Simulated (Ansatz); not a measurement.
Start from Na in the bcc (W type) structure (space group Im-3m, No. 229).

```yaml
crystal:
  lattice:
    - [-2.08537, 2.08537, 2.08537]
    - [2.08537, -2.08537, 2.08537]
    - [2.08537, 2.08537, -2.08537]
  atoms:
    - { symbol: Na, position: [0.00000, 0.00000, 0.00000] }
```

All numbers come from Ansatz (an electronic-structure program) PBEsol, no SOC.

Before the change:

- Lattice parameter a = 4.171 Å

Perturbation: a hydrostatic pressure of 75 GPa.

Problem. What happens to the lattice parameter a?

Solution. The lattice parameter a decreases by 1.305 Å (4.171 Å → 2.866 Å).

Load acts through the strain it causes; cell and atoms are relaxed under it. No phonon test of stability was made. Measured, Na leaves this structure (for fcc) near 65 GPa (temperature not stated; as listed in Olga Degtyareva, NATO science for peace and security series. B, Physics and biophysics (2010)).
